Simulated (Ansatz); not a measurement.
Base system: LiF in the rock salt structure (space group Fm-3m, No. 225; a = 3.990 Å). Axes: x, y, z lie along the cube axes.

Method: Ansatz (a quantum-chemistry and plane-wave program), r2SCAN, PAW, cutoff 500 eV, no spin-orbit coupling.

A first run, uniaxial strain ε_xx = +2.14 %, gives secant values C11 ≈ 120 GPa and C12 ≈ 45 GPa from its stress. A second run applies uniaxial stress, 2 GPa compression along x.

What does linear elasticity predict for Young's modulus in the second run, and what does the run give?

Linear elasticity: (C11 − C12)(C11 + 2 C12)/(C11 + C12) = 95 GPa. The run gives 130 GPa; any difference comes from nonlinear terms at these strains and numerical noise.

Beyond what the load breaks, stability against distortions was not tested.
